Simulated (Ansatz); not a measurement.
The reference is Ti in the hcp (Mg type) structure (space group P6_3/mmc, No. 194; a = 2.936 Å, c = 4.636 Å).

Method: r2SCAN (Ansatz, a program for electronic structure; PAW; 500 eV plane waves; spin-orbit coupling left out).

For the base:

Pressure: 0.0 GPa
Band gap: zero

Perturbation: the cell is scaled by 0.9720 in all directions, atoms relaxed at fixed cell.

What does the calculation give for the pressure after the change?

The pressure (mean of the normal stresses, compression positive) goes from zero to 11.6 GPa.

What happens to the energy relative to the base?

The energy grows by 48 meV/atom.

Predict the new band gap.

The band gap remains zero.

The cells carry an imposed strain or load. Stability against distortions was not tested. The final runs are not spin-polarised.
